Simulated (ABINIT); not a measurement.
Worked example: self-consistent single point of Rb₃Sr (I4/mmm, 4 atoms in the cell) in ABINIT.

Method: PBEsol, PAW (JTH v2.0 PBE PAW, files made for PBE) (plane waves; ABINIT).

The change in words: lattice scaled by 0.98. Reference geometry:
```yaml
crystal:
  lattice:
    - [-3.41177, 3.41177, 6.93246]
    - [3.41177, -3.41177, 6.93246]
    - [3.41177, 3.41177, -6.93246]
  atoms:
    - { symbol: Rb, position: [0.75000, 0.25000, 0.50000] }
    - { symbol: Rb, position: [0.25000, 0.75000, 0.50000] }
    - { symbol: Rb, position: [0.50000, 0.50000, 0.00000] }
    - { symbol: Sr, position: [0.00000, 0.00000, 0.00000] }
```

Reference input (self-consistent single point, DFT, PBEsol, plane waves, PAW (JTH v2.0 PBE PAW, files made for PBE)): pseudos = [Rb.GGA_PBE-JTH.xml, Sr.GGA_PBE-JTH.xml]; ecut = 40 Ry; pawecutdg = 80 Ry; pawxcdev = 0; ixc = -116133; occopt = 3; tsmear = 0.136 eV; ngkpt = 5 5 5; nshiftk = 1; shiftk = 0 0 0; potentials = JTH v2.0 PBE PAW; nband = 25. This run's input differs from it in these lines:

```diff
@@ -5,5 +5,5 @@
 rprim
-        -6.4473109002    6.4473109002   13.1004507699
-         6.4473109002   -6.4473109002   13.1004507699
-         6.4473109002    6.4473109002  -13.1004507699
+        -6.3183654381    6.3183654381   12.8384421325
+         6.3183654381   -6.3183654381   12.8384421325
+         6.3183654381    6.3183654381  -12.8384421325
 natom 4
@@ -13,5 +13,5 @@
 xcart
-        -0.0000000000    3.4117700000    3.4662300000
-         3.4117700000   -0.0000000000    3.4662300000
-        -0.0000000000   -0.0000000000    6.9324600000
+         0.0000000000    3.3435350000    3.3969055000
+         3.3435350000    0.0000000000    3.3969055000
+         0.0000000000    0.0000000000    6.7938110000
          0.0000000000    0.0000000000    0.0000000000
```

Log, with long lists cut:

```
--- !BeginCycle
solver: {iscf: 17, nstep: 60, nline: 4, wfoptalg: 10, }
tolerances: {toldfe: 1.00E-09, }
...

     iter   Etot(hartree)      deltaE(h)  residm     nres2
 ETOT  1  -103.99309628370    -1.040E+02 6.648E-02 1.143E+00
 ETOT  2  -104.11197262802    -1.189E-01 7.582E-03 6.090E-01
 ETOT  3  -104.11119835299     7.743E-04 1.913E-03 2.664E-01
 ETOT  4  -104.11056913177     6.292E-04 1.006E-03 1.107E-02
 ETOT  5  -104.11055544411     1.369E-05 3.775E-04 1.490E-03
   [... 6 lines left out ...]
 ETOT 12  -104.11055375344     5.777E-10 1.871E-05 9.548E-07
 ETOT 13  -104.11055375142     2.026E-09 7.504E-06 1.260E-07
 ETOT 14  -104.11055375170    -2.845E-10 7.144E-06 5.378E-09
 ETOT 15  -104.11055375181    -1.109E-10 6.636E-06 4.122E-08
 At SCF step   15, etot is converged :
  for the second time, diff in etot=  1.109E-10 < toldfe=  1.000E-09

 Cartesian components of stress tensor (hartree/bohr^3)
  sigma(1 1)=  7.01091200E-07  sigma(3 2)=  0.00000000E+00
  sigma(2 2)=  7.01091200E-07  sigma(3 1)=  0.00000000E+00
  sigma(3 3)=  6.07218979E-07  sigma(2 1)=  0.00000000E+00

 ----iterations are completed or convergence reached----

 reduced coordinates (array xred) for    4 atoms
       0.750000000000      0.250000000000      0.500000000000
       0.250000000000      0.750000000000      0.500000000000
       0.500000000000      0.500000000000      0.000000000000
       0.000000000000      0.000000000000      0.000000000000
 cartesian forces (eV/Angstrom) at end:
    1     -0.00000000000000    -0.00000000000000    -0.00000000000000
   [... lines left out ...]
 Fermi (or HOMO) energy (hartree) =   0.01736   Average Vxc (hartree)=  -0.22841
   [... lines left out ...]
'-kT*entropy'       : -9.18760548407782E-03
total_energy        : -1.04110569029416E+02
total_energy_eV     : -2.83299265774247E+03
...

-Cartesian components of stress tensor (GPa)         [Pressure= -1.9706E-02 GPa]
- sigma(1 1)=  2.06268118E-02  sigma(3 2)=  0.00000000E+00
- sigma(2 2)=  2.06268118E-02  sigma(3 1)=  0.00000000E+00
- sigma(3 3)=  1.78649961E-02  sigma(2 1)=  0.00000000E+00

 Calculation completed.
```

The run converged in 15 iterations. Against the reference run the free energy drops by 3.8 meV/atom and the pressure goes from -0.24 to -0.02 GPa.

The starting cell comes from a database of computed structures (which also holds hypothetical and non-ambient phases and stackings), without a prior relaxation at this level. For this run, on top of that: lattice scaled by 0.98. The potentials were made for another functional than the one used.

Cost on one core of a shared machine: roughly 2 min.
